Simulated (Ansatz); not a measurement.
Density of states of TiAl (P4/mmm) near the Fermi level, PBEsol, rigid bands run with Ansatz (a quantum-chemistry and plane-wave program).

```
E − E_F (eV) | states/eV/cell
    -1.95 | ############# 1.44
    -1.85 | ############# 1.52
    -1.75 | ############### 1.73
    -1.65 | #################### 2.33
    -1.55 | ####################### 2.66
    -1.45 | ################ 1.81
    -1.35 | ############ 1.40
    -1.25 | ########## 1.15
    -1.15 | ######## 0.95
    -1.05 | ######## 0.87
    -0.95 | ######## 0.87
    -0.85 | ########## 1.08
    -0.75 | ############## 1.56
    -0.65 | ################ 1.82
    -0.55 | ############### 1.73
    -0.45 | ################ 1.84
    -0.35 | #################### 2.23
    -0.25 | ##################### 2.33
    -0.15 | ##################### 2.39
    -0.05 | ################# 1.92
     0.05 | ############## 1.64
     0.15 | ############# 1.50
     0.25 | ############ 1.41
     0.35 | ############ 1.32
     0.45 | ########### 1.24
     0.55 | ########### 1.25
     0.65 | ########### 1.25
     0.75 | ############ 1.37
     0.85 | ############ 1.39
     0.95 | ############# 1.46
     1.05 | ############## 1.62
     1.15 | ################ 1.83
     1.25 | ################## 2.02
     1.35 | #################### 2.22
     1.45 | #################### 2.33
     1.55 | ################## 2.07
     1.65 | ################### 2.19
     1.75 | ####################### 2.64
     1.85 | ############################ 3.22
     1.95 | ############################## 3.41
```

Task: With 2 atoms a cell, what bare Sommerfeld coefficient γ = (π²/3) k_B² N(E_F) follows?

Result: N(E_F) ≈ 1.77 states/eV a cell at 300 K, so γ ≈ 2.1 mJ/(mol of atoms·K²), before many-body enhancement (phonons, spin fluctuations, correlation).

Task: How far does the Fermi level move in a rigid band for 0.1 electron a cell added or removed?

Result: 59 meV and -54 meV.

A metal at this level (no band gap); rigid bands, thermally averaged at 300 K, both spins. Spin-orbit coupling is left out. Geometry: cell and atoms relaxed with PBEsol.
